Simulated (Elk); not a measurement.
**Elk run on Na₃Ga (Fm-3m, 4 atoms in the cell): self-consistent single point**

Level of theory: LDA (PW92), all-electron FP-LAPW, Elk's shipped species files, LAPW+lo basis (Elk).

The input file:

```
tasks
  0

rgkmax
  7.5

gmaxvr
  16.0

nxoapwlo
  1

stype
  0

swidth
  0.00999582

maxscl
  100

scale
  10.22387884

avec
    0.0000000000    0.7071067812    0.7071067812
    0.7071067812    0.0000000000    0.7071067812
    0.7071067812    0.7071067812    0.0000000000

sppath
  'species/'

atoms
  2
  'Na.in'
  3
  0.2500000000  0.2500000000  0.2500000000    0.0 0.0 0.0
  0.7500000000  0.7500000000  0.7500000000    0.0 0.0 0.0
  0.5000000000  0.5000000000  0.5000000000    0.0 0.0 0.0
  'Ga.in'
  1
  0.0000000000  0.0000000000  0.0000000000    0.0 0.0 0.0

ngridk
  5 5 5
```

The program printed (abridged):

```
│ Elk code version 10.2.4 │

All units are atomic (Hartree, Bohr, etc.)

│ Ground-state run starting from atomic densities │

Lattice vectors :
   0.000000000       7.229374058       7.229374058
   7.229374058       0.000000000       7.229374058
   7.229374058       7.229374058       0.000000000

Unit cell volume      :    755.6698322
Brillouin zone volume :   0.3282521055

Muffin-tin inner radius fraction :   0.1000000000E-01

Nuclei treated as point charges

Species :    1 (Na)
 parameters loaded from : Na.in
 name : sodium
 nuclear charge    :   -11.00000000
 electronic charge :    11.00000000
 atomic mass :    41907.78700
 muffin-tin radius :    2.200000000
 number of radial points in muffin-tin :    397
 atomic positions (lattice), magnetic fields (Cartesian) :
   1 :   0.25000000  0.25000000  0.25000000    0.00000000  0.00000000  0.00000000
   2 :  -0.25000000 -0.25000000 -0.25000000    0.00000000  0.00000000  0.00000000
   3 :   0.50000000  0.50000000  0.50000000    0.00000000  0.00000000  0.00000000

Species :    2 (Ga)
 parameters loaded from : Ga.in
 name : gallium
 nuclear charge    :   -31.00000000
 electronic charge :    31.00000000
 atomic mass :    127097.2538
 muffin-tin radius :    2.400000000
 number of radial points in muffin-tin :    497
 atomic positions (lattice), magnetic fields (Cartesian) :
   1 :   0.00000000  0.00000000  0.00000000    0.00000000  0.00000000  0.00000000

Total number of atoms per unit cell :    4

Spin treatment :
 spin-unpolarised

Number of Bravais lattice symmetries :   48
Number of crystal symmetries         :   48
Crystal has inversion symmetry
Real symmetric eigensolver will be used

k-point grid :      5     5     5
k-point offset :    0.000000000       0.000000000       0.000000000
k-point set is reduced with full crystal symmetry group
Total number of k-points :       10

Muffin-tin radius times maximum |G+k| :    7.500000000
 using average radius
Maximum |G+k| for APW functions       :    3.333333333
Maximum (1/2)|G+k|²                   :    5.555555556
Maximum |G| for potential and density :    16.00000000
 potential will be trimmed for |G| > 2 gkmax
Constant for pseudocharge density :   10
Radial integration step length :    4

G-vector grid sizes :     54    54    54
Number of G-vectors :    52201

Maximum angular momentum used for
 APW functions                      :    8
 outer part of muffin-tin           :    6
 inner part of muffin-tin           :    1

Total nuclear charge    :   -64.00000000
Total core charge       :    24.00000000
Total valence charge    :    40.00000000
Total excess charge     :    0.000000000
Total electronic charge :    64.00000000

Effective Wigner radius, rₛ :    1.412606392

Number of empty states         :   16
Total number of valence states :   36
Total number of core states    :   24

Total number of local-orbitals :   38

Exchange-correlation functional :      3     0     0
 Perdew-Wang/Ceperley-Alder, Phys. Rev. B 45, 13244 (1992)
 gradient requirement :    0
 local density approximation (LDA)

Smearing type :    0
 Gaussian
Smearing width :   0.9995820000E-02
Effective electronic temperature (K) :    3156.430308

Mixing type :    3
 Broyden mixing, J. Phys. A: Math. Gen. 17, L317 (1984)

Kohn-Sham potential initialised from atomic data

│ Self-consistent loop started │
│ Loop number : 1 │
 total energy                :     -2426.60390338
│ Loop number : 2 │
 total energy                :     -2426.62158453
RMS change in Kohn-Sham potential (target) :   0.2151128909E-01 (  0.1000000000E-05)
Absolute change in total energy (target)   :   0.1768114825E-01 (  0.1000000000E-03)
│ Loop number : 3 │
 total energy                :     -2426.63275328
RMS change in Kohn-Sham potential (target) :   0.2058564608E-01 (  0.1000000000E-05)
Absolute change in total energy (target)   :   0.1558903235E-01 (  0.1000000000E-03)
│ Loop number : 4 │
 total energy                :     -2426.63578734
RMS change in Kohn-Sham potential (target) :   0.1778305630E-01 (  0.1000000000E-05)
Absolute change in total energy (target)   :   0.6931317937E-02 (  0.1000000000E-03)
│ Loop number : 5 │
 total energy                :     -2426.55601741
RMS change in Kohn-Sham potential (target) :   0.1057041916E-01 (  0.1000000000E-05)
Absolute change in total energy (target)   :   0.7803710156E-01 (  0.1000000000E-03)
│ Loop number : 6 │
 total energy                :     -2426.48470668
RMS change in Kohn-Sham potential (target) :   0.3868910801E-02 (  0.1000000000E-05)
Absolute change in total energy (target)   :   0.9082000425E-01 (  0.1000000000E-03)
│ Loop number : 7 │
 total energy                :     -2426.44807943
RMS change in Kohn-Sham potential (target) :   0.1000660756E-03 (  0.1000000000E-05)
Absolute change in total energy (target)   :   0.5933225259E-01 (  0.1000000000E-03)
│ Loop number : 8 │
 total energy                :     -2426.44394698
RMS change in Kohn-Sham potential (target) :   0.3506603640E-04 (  0.1000000000E-05)
Absolute change in total energy (target)   :   0.1896550755E-01 (  0.1000000000E-03)
│ Loop number : 9 │
 total energy                :     -2426.44139302
RMS change in Kohn-Sham potential (target) :   0.1364403401E-04 (  0.1000000000E-05)
Absolute change in total energy (target)   :   0.7295339286E-02 (  0.1000000000E-03)
│ Loop number : 10 │
 total energy                :     -2426.44130233
RMS change in Kohn-Sham potential (target) :   0.4659778680E-05 (  0.1000000000E-05)
Absolute change in total energy (target)   :   0.1914525607E-02 (  0.1000000000E-03)
│ Loop number : 11 │
 total energy                :     -2426.44139307
RMS change in Kohn-Sham potential (target) :   0.1863612333E-05 (  0.1000000000E-05)
Absolute change in total energy (target)   :   0.3878869807E-03 (  0.1000000000E-03)
│ Loop number : 12 │
 total energy                :     -2426.44137379
RMS change in Kohn-Sham potential (target) :   0.9114073002E-06 (  0.1000000000E-05)
Absolute change in total energy (target)   :   0.1162588751E-03 (  0.1000000000E-03)
│ Loop number : 13 │
 total energy                :     -2426.44134944
RMS change in Kohn-Sham potential (target) :   0.1273172272E-06 (  0.1000000000E-05)
Absolute change in total energy (target)   :   0.5341026917E-04 (  0.1000000000E-03)
Convergence targets achieved

│ Loop number : 14 │

Energies :
 Fermi                       :     0.464954963156E-01
 sum of eigenvalues          :     -1370.98588337
 electron kinetic            :      2463.51395248
 core electron kinetic       :      2180.01311558
 Coulomb                     :     -4776.35660895
 Coulomb potential           :     -3684.23451026
 nuclear-nuclear             :     -263.553775470
 electron-nuclear            :     -5341.37115669
 Hartree                     :      828.568323216
 Madelung                    :     -2934.23935382
 xc potential                :     -150.265325596
 exchange                    :     -108.375525107
 correlation                 :     -5.22316136388
 total energy                :     -2426.44134293

Density of states at Fermi energy :    56.96677702
 (states/Hartree/unit cell)

Estimated indirect band gap :   0.2654080758E-02
 from k-point      8 to k-point      9
Estimated direct band gap   :   0.1398506818E-01
 at k-point      5

Charges :
 core                        :    24.00000000
 valence                     :    40.00000000
 interstitial                :    4.335250042
 muffin-tins (core leakage)
  species :    1 (Na)
   atom    1                 :    10.06346200     (  0.6661338148E-15)
   atom    2                 :    10.06346200     (  0.6661338148E-15)
   atom    3                 :    10.05206198     (  0.2220446049E-15)
  species :    2 (Ga)
   atom    1                 :    29.48576398     (  0.7577992393E-03)
 total in muffin-tins        :    59.66474996
 total calculated charge     :    63.99250396
 total charge                :    64.00000000
 error                       :   0.7496036760E-02

│ Self-consistent loop stopped │
```

The run converged in 14 iterations. The count includes the last loop, which Elk runs after its targets are met.

The starting cell comes from a database of computed structures (which also holds hypothetical and non-ambient phases and stackings), without a prior relaxation at this level. Values depend on the basis (sphere radii, cutoffs, local orbitals), which need not be converged. The log's line on a gap gives a spacing of levels on this mesh, which the program prints for metals too.
